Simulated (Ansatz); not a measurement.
The parent structure is Re in the hcp (Mg type) structure (space group P6_3/mmc, No. 194; relaxed with 0.1 eV smearing).

```yaml
crystal:
  lattice:
    - [2.77642, 0.00000, 0.00000]
    - [-1.38821, 2.40445, 0.00000]
    - [0.00000, 0.00000, 4.48093]
  atoms:
    - { symbol: Re, position: [0.66667, 0.33333, 0.75000] }
    - { symbol: Re, position: [0.33333, 0.66667, 0.25000] }
```

Cartesian axes are those of the cell as printed.

The values are results of DFT with PBE, PAW potentials and a 420 eV plane-wave cutoff in Ansatz (an electronic-structure program), spin-orbit coupling left out, not measurements.

Strains are applied to the cell and any free atomic positions relax.

One change was made to it. Results:

The pressure (mean of the normal stresses, compression positive) goes from zero to -8.3 GPa; the energy rises by 18 meV/atom.

Question: Which change produced these results?
A. uniaxial strain ε_zz = +3.00 %
B. uniaxial strain ε_zz = +2.50 %
C. uniaxial strain ε_zz = +2.00 %
D. uniaxial strain ε_zz = +1.00 %

Answer: B, uniaxial strain ε_zz = +2.50 %. For comparison, the energy relative to the base in the other runs: uniaxial strain ε_zz = +3.00 % gives +26 meV/atom; uniaxial strain ε_zz = +2.00 % gives +12 meV/atom; uniaxial strain ε_zz = +1.00 % gives +3.0 meV/atom.

Stability against distortions was not tested. The final runs are not spin-polarised.
